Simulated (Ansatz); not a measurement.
## Response to strain in Ag

Start from Ag in the fcc (Cu type) structure (space group Fm-3m, No. 225; a = 4.054 Å; relaxed with 0.1 eV smearing). Axes: x, y, z lie along the cube axes.

Strains are applied to the cell and any free atomic positions relax; under biaxial strain the out-of-plane vector relaxes too.

Calculations: PBEsol/PAW in Ansatz (a first-principles code), no spin-orbit coupling.

Notes on the quantities. energy relative to the base: free energy F.

```tsv
biaxial strain, plane normal [001], relaxed out of plane (%)	energy relative to the base (meV/atom)
0	0.0
0.5	0.2
1	0.9
1.5	?
2	3.3
2.5	5.0
3	6.8
```

Problem. Fit ΔE = Aε² + Bε³ (ε in %) to the rows shown and predict the withheld row.

Solution. Least squares on the printed values gives A = 0.977 and B = -0.073 meV/atom (largest residual 0.0 meV/atom); this predicts 2.0 meV/atom, and the run gives 2.0 meV/atom, in agreement.

Stability against distortions was not tested.
